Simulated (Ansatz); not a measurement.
CaAlO2F (model structure, started from the SrVO2H type, P4/mmm, No. 123, 5 atoms in the cell) was calculated with LDA in Ansatz (PAW).

Settings: plane-wave cutoff 520 eV, 10×10×10 k mesh, Fermi–Dirac smearing 0.01 eV, scalar-relativistic PAW data made under PBE.

Cell (relaxed at this level):

```cif
data_AlCaFO2
_chemical_formula_sum 'Ca1 Al1 O2 F1'
_space_group_name_H-M_alt 'P4/mmm'
_space_group_IT_number 123
_space_group_name_Hall '-P 4 2'
_cell_length_a 3.68535
_cell_length_b 3.68535
_cell_length_c 3.62391
_cell_angle_alpha 90.000
_cell_angle_beta 90.000
_cell_angle_gamma 90.000
loop_
_atom_site_label
_atom_site_type_symbol
_atom_site_symmetry_multiplicity
_atom_site_Wyckoff_symbol
_atom_site_fract_x
_atom_site_fract_y
_atom_site_fract_z
_atom_site_occupancy
Ca1 Ca 1 d 0.50000 0.50000 0.50000 1
Al1 Al 1 a 0.00000 0.00000 0.00000 1
O1 O 2 f 0.00000 0.50000 0.00000 1
F1 F 1 b 0.00000 0.00000 0.50000 1
```

Question: Predict the band gap, direct gap at Γ and bulk modulus.

Answer: 
- band gap: 3.39 eV (on the SCF k mesh)
- direct gap at Γ: 4.43 eV
- bulk modulus: 178 GPa

Note: the bulk modulus is −V dP/dV from two relaxed cells at ±2 % in volume; the relaxation could raise the start's symmetry but not lower it, so the cell can be a saddle point.

Computed values are for the static lattice.

It cost roughly 70 core-seconds of CPU time.

A model structure was made by putting elements into a prototype or built by hand; it is no filed structure, need not be a known phase, and can be a saddle point held by its symmetry.

Ansatz is a first-principles code.
